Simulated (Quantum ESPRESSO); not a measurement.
Worked example: self-consistent single point of SrLaMg14 (P-6m2, 16 atoms in the cell) in Quantum ESPRESSO.

Method of the run: PBEsol, GBRV 1.5 ultrasoft (PBESOL) pseudopotentials (plane waves; Quantum ESPRESSO).

```
CELL_PARAMETERS angstrom
      6.87612     0.00000     0.00000
     -3.43806     5.95490     0.00000
      0.00000     0.00000    10.50938
ATOMIC_POSITIONS crystal
  Sr 0.00000 0.00000 0.50000
  La 0.00000 0.00000 0.00000
  Mg 0.00762 0.50381 0.00000
  Mg 0.49619 0.99238 0.00000
  Mg 0.49619 0.50381 0.00000
  Mg 0.00765 0.50382 0.50000
  Mg 0.49617 0.99235 0.50000
  Mg 0.49617 0.50382 0.50000
  Mg 0.17520 0.82480 0.24777
  Mg 0.64960 0.82480 0.75223
  Mg 0.17520 0.35040 0.24777
  Mg 0.17520 0.82480 0.75223
  Mg 0.64960 0.82480 0.24777
  Mg 0.17520 0.35040 0.75223
  Mg 0.66667 0.33333 0.24899
  Mg 0.66667 0.33333 0.75101
```

Reference input (self-consistent single point, DFT, PBEsol, plane waves, GBRV 1.5 ultrasoft (PBESOL) pseudopotentials): ecutwfc = 40 Ry; ecutrho = 200 Ry; occupations = smearing; smearing = marzari-vanderbilt; degauss = 0.0099958 Ry; potentials = {Sr: sr_pbesol_v1.uspp.F.UPF, La: la_pbesol_v1.uspp.F.UPF, Mg: mg_pbesol_v1.4.uspp.F.UPF}; K_POINTS = automatic 6 6 3 0 0 0; conv_thr = 1e-09 Ry; mixing_beta = 0.7. This run's input differs from it in these lines:

```diff
@@ -14,4 +14,4 @@
     ntyp = 3,
-    ecutwfc = 40,
-    ecutrho = 200,
+    ecutwfc = 28,
+    ecutrho = 140,
     occupations = 'smearing',
```

Output (repeated stretches shortened):

```
     Self-consistent Calculation

     iteration #  1     ecut=    28.00 Ry     beta= 0.70

     negative rho (up, down):  9.930E-02 0.000E+00

     total energy              =   -1921.84314218 Ry
     estimated scf accuracy    <       3.47487607 Ry

     iteration #  2     ecut=    28.00 Ry     beta= 0.70

     negative rho (up, down):  1.033E-01 0.000E+00

     total energy              =   -1919.86337450 Ry
     estimated scf accuracy    <      29.97668782 Ry

     iteration #  3     ecut=    28.00 Ry     beta= 0.70

     negative rho (up, down):  1.117E-01 0.000E+00

     total energy              =   -1922.86736823 Ry
     estimated scf accuracy    <       4.98636773 Ry

   [... 9 blocks of this kind left out ...]

     iteration # 13     ecut=    28.00 Ry     beta= 0.70

     negative rho (up, down):  1.212E-01 0.000E+00

     total energy              =   -1923.51570968 Ry
     estimated scf accuracy    <          2.7E-09 Ry

     iteration # 14     ecut=    28.00 Ry     beta= 0.70

     negative rho (up, down):  1.212E-01 0.000E+00
     End of self-consistent calculation

     the Fermi energy is     5.4121 ev

!    total energy              =   -1923.51570968 Ry
     estimated scf accuracy    <          4.7E-11 Ry
     smearing contrib. (-TS)   =      -0.00028635 Ry
     internal energy E=F+TS    =   -1923.51542333 Ry

     convergence has been achieved in  14 iterations

     negative rho (up, down):  1.212E-01 0.000E+00

     Forces acting on atoms (cartesian axes, Ry/au):

     atom    1 type  1   force =     0.00000000    0.00000000    0.00000000
     atom    2 type  2   force =     0.00000000    0.00000000    0.00000000
     atom    3 type  3   force =     0.00201328    0.00116237   -0.00000000
     atom    4 type  3   force =     0.00000000   -0.00232474    0.00000000
     atom    5 type  3   force =    -0.00201328    0.00116237   -0.00000000
   [... lines left out ...]
     Total force =     0.006592     Total SCF correction =     0.000020
   [... lines left out ...]

     negative rho (up, down):  1.212E-01 0.000E+00
          total   stress  (Ry/bohr**3)                   (kbar)     P=     -147.30
  -0.00100816  -0.00000000   0.00000000         -148.31       -0.00        0.00
  -0.00000000  -0.00100816   0.00000000           -0.00     -148.31        0.00
   0.00000000   0.00000000  -0.00098758            0.00        0.00     -145.28

   JOB DONE.
```

The run converged in 14 iterations. Against the reference run the free energy goes up by 275 meV/atom, the pressure goes from -1.63 to -14.73 GPa and the largest force hardly changes (0.056 to 0.060 eV/Å).

The starting cell comes from a database of computed structures (which also holds hypothetical and non-ambient phases and stackings), without a prior relaxation at this level. Its lattice was rescaled by a random factor within 2.5 % of one. At the lowered cutoff the pressure carries the error of an incomplete plane-wave basis.

Cost on one core of a shared machine: roughly 9 min.
